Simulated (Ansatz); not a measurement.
Start from SiO2 (space group P3_221, No. 154; a = 4.866 Å, c = 5.365 Å). Axes: x lies along a and z along c of the hexagonal cell.

Level of theory: LDA/PAW in Ansatz (a program for electronic structure), scalar-relativistic without spin-orbit coupling.

For the base:

```
Quantity                      Result
-------------------  ---------------
Smallest direct gap          6.12 eV
Gap character        indirect, K → Γ
Band gap                     5.83 eV
```

Now apply this change: biaxial strain −0.75 %, plane normal [001], relaxed out of plane (Cartesian); in-plane vectors clamped, the third vector and the atoms free.

**Question.** Predict the new smallest direct gap.

**Answer.** The smallest direct gap grows by 0.03 eV, from 6.12 eV to 6.15 eV.

**Question.** Estimate the effect on the out-of-plane strain.

**Answer.** The out-of-plane strain comes out as +0.16 %.

**Question.** Estimate the effect on the gap character.

**Answer.** The gap character stays indirect, K → Γ.

**Question.** Estimate the effect on the band gap.

**Answer.** The band gap grows by 0.048 eV to 5.87 eV.

Whether these cells are dynamically stable was not tested.
